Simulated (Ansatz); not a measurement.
**BAs: pressure series**

Base system: BAs in the zinc blende structure (space group F-43m, No. 216; a = 4.7322 Å).

Cell and atoms are relaxed at each pressure.

Computed with Kohn–Sham DFT with the LDA functional, run in Ansatz (a program for electronic structure) with PAW and 420 eV plane waves, scalar-relativistic without spin-orbit coupling.

Candidates:
(a) pressure −1 GPa
(b) pressure 22.5 GPa
(c) pressure 9 GPa
(d) pressure 2.1 GPa
(e) pressure 4.5 GPa

For the base:

The smallest direct gap is 3.29 eV.

Question: Order them by smallest direct gap, lowest first.

Answer: (a) pressure −1 GPa (3.28 eV), (d) pressure 2.1 GPa (3.31 eV), (e) pressure 4.5 GPa (3.33 eV), (c) pressure 9 GPa (3.36 eV), (b) pressure 22.5 GPa (3.46 eV)

Load acts through the strain it causes; cell and atoms are relaxed under it. Stability against distortions was not tested. No other phases were tried under pressure.
